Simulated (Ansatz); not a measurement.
Given:

End structure of a constructed model of the (111)B surface of zinc-blende CdTe (in the relaxation 3 Mg–Te bonds formed), Te-terminated, 2x2 Mg adatom at T4 (bottom of the slab: 2 H on 4 bottom sites):

```
CELL_PARAMETERS angstrom
      9.36209     0.00000     0.00000
     -4.68105     8.10781     0.00000
      0.00000     0.00000    32.50000
ATOMIC_POSITIONS crystal
  Cd 0.34636 0.15364 0.29268
  Cd 0.82956 0.16913 0.32804
  Cd 0.33087 0.67044 0.32804
  Cd 0.84642 0.65358 0.29236
  Te 0.17503 0.32497 0.33511
  Te 0.66014 0.33996 0.33572
  Te 0.16004 0.83986 0.33572
  Te 0.67555 0.82445 0.33456
  Cd 0.16667 0.33333 0.42366
  Cd 0.66667 0.33333 0.42366
  Cd 0.16667 0.83333 0.42366
  Cd 0.66667 0.83333 0.42366
  Te 0.00000 0.00000 0.45306
  Te 0.50000 0.00000 0.45306
  Te 0.00000 0.50000 0.45306
  Te 0.50000 0.50000 0.45306
  Cd 0.98225 0.99123 0.54116
  Cd 0.50906 0.99094 0.54141
  Cd 0.00010 0.49990 0.54213
  Cd 0.50877 0.51775 0.54116
  Te 0.33347 0.16653 0.55486
  Te 0.83423 0.16812 0.57484
  Te 0.33188 0.66577 0.57484
  Te 0.83404 0.66596 0.57471
  Cd 0.33346 0.16654 0.63801
  Cd 0.82211 0.14426 0.66496
  Cd 0.35574 0.67789 0.66496
  Cd 0.82216 0.67784 0.66478
  Te 0.17664 0.32336 0.68790
  Te 0.64690 0.32344 0.68794
  Te 0.17656 0.85310 0.68794
  Te 0.66679 0.83321 0.70312
  H  0.33310 0.16690 0.24051
  H  0.83538 0.66462 0.24006
  Mg 0.33335 0.16665 0.72436
```

Set-up: 35 atoms, 16.2 Å thick at the start with caps and adatoms; mesh 3x3x1; 0.025 eV smearing; dipole correction on; 8 atoms held, the rest relaxed; start symmetry kept, larger cells not searched; no spin, no spin-orbit, no U. It is one candidate, not shown to be the stable structure of the face.

Give the gap of the slab on its k-mesh at the level PBE run with Ansatz (a first-principles code).

0.92 eV

Predict the highest filled level below the top vacuum level from PBE.

4.73 eV
